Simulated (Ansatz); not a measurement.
The reference is ScIr3 in the Cu3Au type structure (space group Pm-3m, No. 221; a cell from a computed database, its experimental status unchecked; relaxed with 0.1 eV smearing).

```yaml
crystal:
  lattice:
    - [3.89706, 0.00000, 0.00000]
    - [0.00000, 3.89706, 0.00000]
    - [0.00000, 0.00000, 3.89706]
  atoms:
    - { symbol: Sc, position: [0.00000, 0.00000, 0.00000] }
    - { symbol: Ir, position: [0.00000, 0.50000, 0.50000] }
    - { symbol: Ir, position: [0.50000, 0.00000, 0.50000] }
    - { symbol: Ir, position: [0.50000, 0.50000, 0.00000] }
```

Cartesian axes are those of the cell as printed.

Computed with PBEsol (Ansatz, a quantum-chemistry and plane-wave program; PAW; 420 eV plane waves; spin-orbit coupling left out).

It is then changed as follows: tensor shear ε_xy = −2.57 % (engineering shear γ = -0.0514); the atoms relax in the strained cell.

Question: Predict the new stress and energy relative to the base.

Answer: The stress (xx, yy, zz, yz, xz, xy; compression positive) is (1.2, 1.2, 0.3, 0.0, 0.0, 9.6) GPa; the energy rises by 23 meV/atom.

No phonon test of stability was made. The final runs are not spin-polarised.
